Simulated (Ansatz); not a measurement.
Functionals compared on NH2 on the 1x1 (110) surface of zinc-blende InP (cut with top plane In + P), one in a 2x1 cell, started at the site 'hollow P', in Ansatz (plane waves, PAW). The structure was relaxed with PBE; the other rows are single points on it, each with its references at the same level. Cutoff 420 eV (500 eV for r2SCAN). The points keep PBE's geometry, so the relaxation of a polaron and the settling of charge on one site are left out.

Host crystal: zinc-blende InP, with a band gap (PBE, scalar-relativistic without spin-orbit coupling).

Model: 23-atom slab, 8.9 Å thick at the start under the adsorbate (thin: gaps and levels are the slab's own), 3x4x1 mesh, Fermi-Dirac 0.01 eV, dipole correction, 8 atoms held, the rest relaxed; symmetry of the start imposed; spin-polarised, ending with about 0.7 μB a cell, a value that depends on the mesh; orders that need a larger cell were not tried, no spin-orbit, no U, no dispersion correction. The slab shows no gap over 0.04 eV on its mesh. At the end it is bonded to P. In PBE it is, or lies within 0.03 eV of, the lowest of the starts that converged. These notes are the PBE run's. RPBE: The program's check for a lower electronic state was not made. r2SCAN: The program's check for a lower electronic state was not made. Adsorption energies are against NH3(g) − ½ H2(g). A negative adsorption energy means that the adsorbate is more stable on the surface than in its reference.

```
functional  adsorption energy (eV)  work function of the top face (eV)          rough cost of the single point
----------  ----------------------  ----------------------------------  --------------------------------------
PBE                           1.04                                3.62                                       –
RPBE                             …                                   …                  roughly 5 core-minutes
r2SCAN                        1.10                                3.80  about 16 core-minutes (a rough figure)
```

### Question
Some entries are withheld; supply them.

### Answer

- RPBE, adsorption energy (eV): 1.19
- RPBE, work function of the top face (eV): 3.51

Ansatz is a program for electronic structure.
